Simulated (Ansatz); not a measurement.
We consider OsN₂ (Pnnm, No. 58, 6 atoms in the cell; start mp-21264), described by PBEsol (plane waves, PAW; Ansatz, a first-principles code).

Run with plane-wave cutoff 520 eV, 14×12×20 k mesh (along the axes of the cell as run), Fermi–Dirac smearing 0.05 eV, no spin polarisation, scalar-relativistic PAW data made under PBE.

Cell (relaxed at this level):

```cif
data_N4Os2
_chemical_formula_sum 'Os2 N4'
_space_group_name_H-M_alt 'P 1'
_space_group_IT_number 1
_cell_length_a 4.10748
_cell_length_b 4.90023
_cell_length_c 2.66283
_cell_angle_alpha 90.000
_cell_angle_beta 90.000
_cell_angle_gamma 90.000
loop_
_space_group_symop_operation_xyz
  'x, y, z'
loop_
_atom_site_label
_atom_site_type_symbol
_atom_site_fract_x
_atom_site_fract_y
_atom_site_fract_z
_atom_site_occupancy
Os1 Os 0.50000 0.50000 0.50000 1
Os2 Os 0.00000 0.00000 0.00000 1
N1 N 0.37277 0.90354 0.50000 1
N2 N 0.62723 0.09646 0.50000 1
N3 N 0.87277 0.59646 0.00000 1
N4 N 0.12723 0.40354 0.00000 1
```

Q: What does this level give for the bulk modulus?

A: 
- bulk modulus = 389 GPa

Note: the run has no spin polarisation, so it can have missed a magnetic state; the bulk modulus is −V dP/dV from two relaxed cells at ±2 % in volume; the relaxation could not lower the start's symmetry, so the cell can be a saddle point above a distorted one.

Spin–orbit coupling is not included; it can open a gap where bands touch, and shift volumes and moduli.

Computed values are for the static lattice.

A start named mp-… is a Materials Project structure, which need not be a measured phase.
